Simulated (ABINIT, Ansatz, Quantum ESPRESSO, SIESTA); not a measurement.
## NbFeB (P-6m2, 3 atoms in the cell) computed with different codes at matched settings

Self-consistent single point.

```xyz
3
Lattice="3.6850 0.0000 0.0000 -1.8425 3.1913 0.0000 0.0000 0.0000 2.9580" Properties=species:S:1:pos:R:3 pbc="T T T"
Nb     0.0000     0.0000     0.0000
Fe     0.0000     2.1276     1.4790
B      1.8425     1.0638     1.4790
```

Shared settings, as Ansatz (an electronic-structure program) writes them: kpoints.mp_grid.grid = 14 14 15; scf.occupations.method = fermi_dirac; scf.occupations.width = 0.01 Ry. Potentials and cutoffs stand in the table.

```json
[
 {"code": "Quantum ESPRESSO", "model": "LDA (PZ), GBRV 1.5 ultrasoft (LDA) pseudopotentials", "pressure (GPa)": "-14.49", "cutoff": "50 Ry"},
 {"code": "ABINIT", "model": "LDA (PW92), PAW (JTH v2.0 LDA PAW)", "pressure (GPa)": "-14.87", "cutoff": "30 Ha"},
 {"code": "SIESTA", "model": "LDA PW92, numerical atomic orbitals TZP, PseudoDojo LDA standard norm-conserving potentials (rewritten from UPF to PSML)", "pressure (GPa)": "-15.18", "cutoff": "grid 300 Ry"},
 {"code": "Ansatz", "model": "LDA (PW92), PAW files made with PBE", "pressure (GPa)": "-14.46", "cutoff": "default"}
]
```

On Ansatz's run: spin polarisation is off.

The spread over the programs that give each value: pressure within 0.72 GPa.

SIESTA uses small atom-centred bases, whose incompleteness enters pressures, forces and empty levels differently from a plane-wave cutoff. Ansatz's pressure is given at a fixed set of plane waves, as the other plane-wave codes print theirs; with its correction for the finite basis it is -14.37 GPa. The same LDA comes in different parametrisations, which differ slightly.

The starting cell comes from a database of computed structures (which also holds hypothetical and non-ambient phases and stackings), without a prior relaxation at this level.

Left out of this page: GPAW and FLEUR (not drawn, or without a comparable value).

Keys are those of Ansatz 0.2.
